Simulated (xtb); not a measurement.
xtb 6.7.1, GFN1-xTB: Ti(OtBu)(H)3 (CC(C)(C)[O][TiH3]), 18 atoms. The geometry is a generated start, not checked to be a minimum at this level.

- method = GFN1-xTB
- --acc = 1 (default)
- --etemp (K) = 300 (default)
- detailed input (--input) = none: ANC optimiser, Lindh (1995) Hessian, microcycle=20, maxdispl=1.0, hlow=0.01 (default)
- basis functions = 54
- valence electrons = 38

```xyz
18

Ti     1.6532     0.7316     1.7336
O      0.7760    -0.1538     0.6069
C     -0.2552    -0.2493    -0.3247
C     -0.1359     0.9626    -1.2648
C     -0.1092    -1.5665    -1.0987
C     -1.5866    -0.2053     0.4459
H     -0.9545     0.9827    -1.9804
H      0.8124     0.9130    -1.8031
H     -0.1493     1.8768    -0.6611
H      0.8561    -1.5846    -1.6050
H     -0.8987    -1.6767    -1.8346
H     -0.1479    -2.4017    -0.4009
H     -1.6320     0.7251     1.0191
H     -1.6328    -1.0454     1.1395
H     -2.4320    -0.2572    -0.2368
H      3.0384     1.3153     0.9410
H      0.7684     2.0335     2.3927
H      2.0295    -0.4001     2.9314
```

Charge 0 and multiplicity 1 are set for this test and not shown to be the ground state.

The structure is relaxed from this start with --opt LEVEL for the levels crude, sloppy, loose, lax, normal, tight, vtight, extreme, once each. Up to the end of the extreme run atoms move by at most 0.49 Å along an axis.

Question: What is the loosest level that ends within 1 meV of the extreme run, and how many cycles does it take?

Answer: sloppy: 11 cycles against 21, ending 0.48 meV above.

```csv
level,cycles,energy above the extreme run (meV),gradient norm (eV/Å)
crude,5,45,0.51
sloppy,11,0.48,0.061
loose,11,0.48,0.061
lax,12,0.28,0.055
normal,13,0.19,0.030
tight,18,0.014,0.020
vtight,20,under 0.01,0.0037
extreme,21,—,0.0021
```
